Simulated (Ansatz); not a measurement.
Response to strain in CdSe

The reference is CdSe in the zinc blende structure (space group F-43m, No. 216; a = 6.007 Å). Axes: x, y, z lie along the cube axes.

Strains are applied to the cell and any free atomic positions relax; under biaxial strain the out-of-plane vector relaxes too.

The values are results of LDA (Ansatz, a first-principles code), without spin-orbit coupling, not measurements.

Notes on the quantities. energy relative to the base: free energy F.

| biaxial strain, plane normal [001], relaxed out of plane (%) | energy relative to the base (meV/atom) |
|---|---|
| -3 | 7.5 |
| -2.5 | ? |
| -2 | 3.3 |
| -1.5 | 1.8 |
| -1 | 0.8 |
| -0.5 | 0.2 |
| 0 | 0.0 |

**Question.** Fit ΔE = Aε² + Bε³ (ε in %) to the rows shown and predict the withheld row.

**Answer.** Least squares on the printed values gives A = 0.789 and B = -0.015 meV/atom (largest residual 0.0 meV/atom); this predicts 5.2 meV/atom, and the run gives 5.1 meV/atom, in agreement.

No phonon test of stability was made.
